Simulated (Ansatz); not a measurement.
Defect migration in rock-salt TaC: Cu-vacancy pair (Cu on one host Ta site, one Ta site vacant), neutral cell. Method: PBE, PAW (plane waves to 420 eV; Ansatz, a quantum-chemistry and plane-wave program).

Settings: 64 host sites, the relaxed PBE lattice, a 3×3×3 k-point mesh shifted by half a step, smearing 0.10 eV, spin-restricted, no image-charge correction. Energies are static. Spin-orbit coupling is left out. Forms of the defect that were not tried may lie lower.

Barriers: single points on a 4×4×4 k-point mesh shifted by half a step at the bands' geometries.

A. the Cu atom itself jumps into the vacancy (Cu-vacancy distance between ideal sites 3.17 Å throughout); the atom moves 1.62 Å along (0.00, 0.26, 0.26) of the unit cell; the moving atom starts with neighbours 2 C at 1.91, 2 C at 2.37 Å and ends with 2 C at 1.91, 2 C at 2.37 Å; saddle order not checked, on a symmetry element.
B. one Ta atom jumps into the vacancy from a nearby Ta site (Cu-vacancy distance between ideal sites 3.17 Å throughout); the atom moves 3.05 Å along (-0.48, 0.48, 0.00) of the unit cell; the moving atom starts with neighbours 2 C at 2.20, C at 2.23, C at 2.26, 2 C at 2.28; Cu at 2.81 Å and ends with 2 C at 2.20, C at 2.23, C at 2.26, 2 C at 2.28; Cu at 2.81 Å; saddle order not checked.
C. one Ta atom jumps into the vacancy from a nearby Ta site (Cu-vacancy distance between ideal sites 5.48 Å throughout); the atom moves 3.02 Å along (-0.48, 0.48, 0.00) of the unit cell; the moving atom starts with neighbours C at 2.18, C at 2.19, 2 C at 2.24, C at 2.28, C at 2.30 Å and ends with C at 2.18, C at 2.19, 2 C at 2.24, C at 2.28, C at 2.30 Å; saddle order not checked.

A band can be held on a symmetry element, so unchecked saddle points there may be too high.

Put the candidates in order of forward barrier, lowest first, for PBE, PAW.

A (0.18 eV), B (3.96 eV), C (5.21 eV)
